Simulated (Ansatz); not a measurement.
# Be2C: band gap against strain

Be2C (antifluorite, Fm-3m, 6.675 Å³/atom at rest, cube axes along x, y and z) under a strain ε along a cube axis (axis z), the other axes held. PBEsol in Ansatz, a plane-wave DFT program (PAW, default set), 420 eV, 13×13×13 Γ-centred mesh, Fermi-Dirac smearing 0.05 eV; ions are relaxed within the symmetry of each cell. Gaps are the smallest over the k-mesh and a band path, without spin-orbit coupling; in all rows the valence edge lies at Γ and the conduction edge at about 1.5 Å⁻¹ from Γ.

Here s stands for strain and Eg for gap.

| strain (%) | gap (eV) |
|---|---|
| -3.00 | ? |
| -1.50 | 0.86 |
| -1.00 | 0.93 |
| -0.50 | 1.01 |
| 0.00 | 1.08 |

Question: Using a straight line, estimate the missing Eg at s = -3.00 from the other rows, showing the fit.

Answer: Means: s -0.75000, Eg 0.970. About the means, the sum of products is 0.18500 and the sum of squares of s is 1.2500; the slope is their ratio. Least squares gives Eg = 1.081 + 0.1480·s. Residuals (row less fit): 0.001, -0.003, 0.003, -0.001; standard error 0.003 (degrees of freedom: 2). Over these rows the gap moves by 15 ± 0.3 eV per unit strain. At the withheld row, Eg = 1.081 + 0.1480 × (-3.0) = 0.637 eV. The calculation gives 0.64 eV, which the fit meets to the printed digits. The row lies outside the fitted rows, so this is an extrapolation. The fitted rows scatter only by rounding.

Rows are the converged runs of the series near zero and its far end; series whose fitted rows scatter by over a few per cent of the range, as at a crossing or softening among them, aren't shown in this form. Most that stay on the fit to the last digits aren't either.
